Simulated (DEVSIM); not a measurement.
System: illuminated Si n-on-p cell, one wavelength, at 250 K.

| layer (left to right) | material | thickness (μm) | Nd (cm⁻³) | Na (cm⁻³) | τn (s) | τp (s) | absorption coefficient (cm⁻¹) |
|---|---|---|---|---|---|---|---|
| 1 | Si | 0.360 | 1.2e18 | - | 6.4e-6 | 2.9e-6 | 10000 |
| 2 | Si | 82.0 | - | 9.9e15 | 5.3e-5 | 5.3e-5 | 10000 |

Left contact: ohmic, minority hole recombination velocity 20 cm/s. Right contact: ohmic, minority electron recombination velocity 10 cm/s. Voltage is applied to the left contact. Recombination: SRH at mid-gap, radiative, Auger. Light enters at the left, 2.7e17 photons cm⁻² s⁻¹, one pass, no reflection. Mobility is constant in doping.

This is a model device: material constants are rounded textbook-type values typed into the input, and sizes, dopings and lifetimes were drawn at random. Values at 300 K; Nc and Nv go as T^1.5, mobilities as T to minus their exponent, the gap by Varshni's rule with the affinity fixed.

```tsv
parameter	Si
gap (eV)	1.124
affinity (eV)	4.05
permittivity	11.7
Nc (cm⁻³)	2.86e19
Nv (cm⁻³)	3.1e19
μn (cm²/Vs)	1417
μp (cm²/Vs)	470
T exponent of μn	2.3
T exponent of μp	2.2
B (cm³/s)	4.7e-15
Cn (cm⁶/s)	2.8e-31
Cp (cm⁶/s)	9.9e-32
Varshni α (eV/K)	0.000473
Varshni β (K)	636
```

Simulated with DEVSIM: 1D drift-diffusion, Boltzmann statistics, complete ionisation; no tunnelling, impact ionisation, image-force lowering or self-heating.

The photon flux was swept, all else fixed.

```tsv
photon flux (cm^-2 s^-1)	largest power (mW/cm²)	open-circuit voltage (V)	fill factor	short-circuit current (mA/cm²)
8.1e15	0.772	0.689	0.86	1.30
2.7e16	2.68	0.715	0.87	4.32
8.1e16	8.33	0.740	0.87	13.0
2.7e17	28.8	0.771	0.87	43.2
8.1e17	89.8	0.804	0.86	130
2.7e18	310	0.844	0.85	432
8.1e18	961	?	0.85	?
```

Q: Complete the blanks.

A: 
- 8.1e18, open-circuit voltage (V): 0.877
- 8.1e18, short-circuit current (mA/cm²): 1300
